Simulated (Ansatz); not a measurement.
Hf₂O₃ (model structure, P-4m2, No. 115, 5 atoms in the cell), treated with r²SCAN in Ansatz (plane waves, PAW).

Output (set-up and result lines):

```
Crystal: 5 atoms, lattice volume = 62.924 Å³
Basis set: ecut = 560 eV, 1891 PW (Γ), exchange–correlation on 90×90×120 points (27 copies of the dense FFT grid, shifted against one another)
Bands: 42, of which v1, the nominal top of the filled ones, is band 35 counted from 1 (34 counted from 0)
Symmetry: 8 space group operations
Space group: P-4m2 (ITA 115), of the structure as read, at distance tolerance 4.0e-5 Å
k-points: 315 of 3072 (time reversal used)
Functional: x = r2scan, c = r2scan; τ floored in thin density (d = 2e-4 eV/Å³)
SCF iter   1: F=—  HF=-33179.774832 eV  |F-HF|=—  |Δ(HF+E_count)|=         —  Δρ=1.71e-2  dr2=1.92e-1  dr2_τ=3.61e-1
SCF iter   2: F=—  HF=-33179.845681 eV  |F-HF|=—  |Δ(HF+E_count)|=   7.08e-2  Δρ=9.04e-3  dr2=5.92e-2  dr2_τ=3.88e-3
  ...
SCF iter  12: F=—  HF=-33179.844347 eV  |F-HF|=—  |Δ(HF+E_count)|=   1.52e-9  Δρ=1.37e-6  dr2=1.03e-9  dr2_τ=1.57e-10
SCF iter  13: F=-33179.844347 eV  HF=-33179.844347 eV  |F-HF|=2.62e-10  |Δ(HF+E_count)|=  3.71e-10  Δρ=5.15e-7  dr2=1.46e-10  dr2_τ=2.02e-11
SCF 1 converged in 13 iterations: F = -33179.844347 eV  dr2 = 1.46e-10
SCF converged after 13 iterations
Free energy (F): -33179.844347 eV
Internal energy: -33179.843376 eV  (E = F + TS)
E sigma→0 (E₀):  -33179.843862 eV
Fermi energy:    18.372101 eV
--- Forces (eV/Å), atoms counted from 1 ---
  atom   1  Hf     0.00000000     0.00000000     0.00019665
  atom   2  Hf    -0.00000000     0.00000000    -0.00019665
  atom   3  O      0.00000000     0.00000000     0.00000000
  atom   4  O      0.00000000     0.00000000     0.00000000
  atom   5  O     -0.00000000     0.00000000     0.00000000
--- Stress (GPa, compression-positive) ---
        0.007813       0.000000       0.000000
        0.000000       0.007813       0.000000
        0.000000       0.000000       0.001753
  P = ⅓ Tr σ = 0.0058 GPa (0.058 kbar)
```

Task: Write an input file that could have produced this run (the log leaves some choices open).

Result: One answer among several that fit: 
Ansatz 0.2 input:
```yaml
crystal:
  lattice:
    - [3.5439052413, 0.0, 0.0]
    - [0.0, 3.5439052413, 0.0]
    - [0.0, 0.0, 5.0101893596]
  atoms:
    - { symbol: Hf, position: [0.5, 0.0, 0.7497950439] }
    - { symbol: Hf, position: [0.0, 0.5, 0.2502049561] }
    - { symbol: O, position: [0.0, 0.0, 0.0] }
    - { symbol: O, position: [0.5, 0.5, 0.0] }
    - { symbol: O, position: [0.0, 0.0, 0.5] }
basis:
  ecutwfc: 560
  ecutrho_ratio: 4
  xc_grid: 3
kpoints:
  mp_grid: { grid: [16, 16, 12] }
  band_path:
    path:
      - [0.0, 0.0, 0.0]
      - [0.0, 0.0625, 0.0]
      - [0.0, 0.125, 0.0]
      - [0.0, 0.1875, 0.0]
      - [0.0, 0.25, 0.0]
      - [0.0, 0.3125, 0.0]
      - [0.0, 0.375, 0.0]
      - [0.0, 0.4375, 0.0]
      - [0.0, 0.5, 0.0]
      - [0.0625, 0.5, 0.0]
      - [0.125, 0.5, 0.0]
      - [0.1875, 0.5, 0.0]
      - [0.25, 0.5, 0.0]
      - [0.3125, 0.5, 0.0]
      - [0.375, 0.5, 0.0]
      - [0.4375, 0.5, 0.0]
      - [0.5, 0.5, 0.0]
      - [0.458333, 0.458333, 0.0]
      - [0.416667, 0.416667, 0.0]
      - [0.375, 0.375, 0.0]
      - [0.333333, 0.333333, 0.0]
      - [0.291667, 0.291667, 0.0]
      - [0.25, 0.25, 0.0]
      - [0.208333, 0.208333, 0.0]
      - [0.166667, 0.166667, 0.0]
      - [0.125, 0.125, 0.0]
      - [0.083333, 0.083333, 0.0]
      - [0.041667, 0.041667, 0.0]
      - [0.0, 0.0, 0.1]
      - [0.0, 0.0, 0.2]
      - [0.0, 0.0, 0.3]
      - [0.0, 0.0, 0.4]
      - [0.0, 0.0, 0.5]
      - [0.0, 0.0625, 0.5]
      - [0.0, 0.125, 0.5]
      - [0.0, 0.1875, 0.5]
      - [0.0, 0.25, 0.5]
      - [0.0, 0.3125, 0.5]
      - [0.0, 0.375, 0.5]
      - [0.0, 0.4375, 0.5]
      - [0.0, 0.5, 0.5]
      - [0.0625, 0.5, 0.5]
      - [0.125, 0.5, 0.5]
      - [0.1875, 0.5, 0.5]
      - [0.25, 0.5, 0.5]
      - [0.3125, 0.5, 0.5]
      - [0.375, 0.5, 0.5]
      - [0.4375, 0.5, 0.5]
      - [0.5, 0.5, 0.5]
      - [0.458333, 0.458333, 0.5]
      - [0.416667, 0.416667, 0.5]
      - [0.375, 0.375, 0.5]
      - [0.333333, 0.333333, 0.5]
      - [0.291667, 0.291667, 0.5]
      - [0.25, 0.25, 0.5]
      - [0.208333, 0.208333, 0.5]
      - [0.166667, 0.166667, 0.5]
      - [0.125, 0.125, 0.5]
      - [0.083333, 0.083333, 0.5]
      - [0.041667, 0.041667, 0.5]
      - [0.0, 0.5, 0.1]
      - [0.0, 0.5, 0.2]
      - [0.0, 0.5, 0.3]
      - [0.0, 0.5, 0.4]
      - [0.5, 0.5, 0.1]
      - [0.5, 0.5, 0.2]
      - [0.5, 0.5, 0.3]
      - [0.5, 0.5, 0.4]
    npoints: 1
hamiltonian:
  xc: r2scan
  dispersion: none
  pseudopotentials: { kind: paw }
scf:
  occupations: { method: fermi_dirac, width: 0.05 }
  convergence: { dr2_threshold: 0.0000000005 }
output:
  forces: true
  stress: true
  eigenvalues: true
  write_bands: true
```

The PAW data were made under PBE.

Note: the relaxation could raise the start's symmetry but not lower it, so the cell can be a saddle point.

The result took very roughly 3 core-minutes.

A model structure was made by putting elements into a prototype or built by hand; it is no filed structure, need not be a known phase, and can be a saddle point held by its symmetry.

Ansatz is a program for electronic structure.
